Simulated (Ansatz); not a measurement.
System: TmAu (Cmcm, No. 63; cell taken from a computed entry). Method: r²SCAN (Ansatz, an electronic-structure program, plane waves, PAW).

Run with plane-wave cutoff 500 eV, 16×16×12 k mesh (along the axes of the cell as run), Fermi–Dirac smearing 0.1 eV, spin-polarised start, scalar-relativistic PAW data made under PBE.

Computed at the level's own relaxed cell.

Problem. Give the computed equilibrium volume per atom.

Solution. 
- equilibrium volume per atom: 23.78 Å³/atom

Note: the magnetic order was assumed, not searched for or taken from measurement; the relaxation could not lower the start's symmetry, so the cell can be a saddle point above a distorted one; the 4f shell is treated without U or exact exchange, so its levels and filling can be wrong.

Spin–orbit coupling is not included; it can shift volumes and moduli of such heavy elements.

Static lattice: no zero-point or thermal effects.
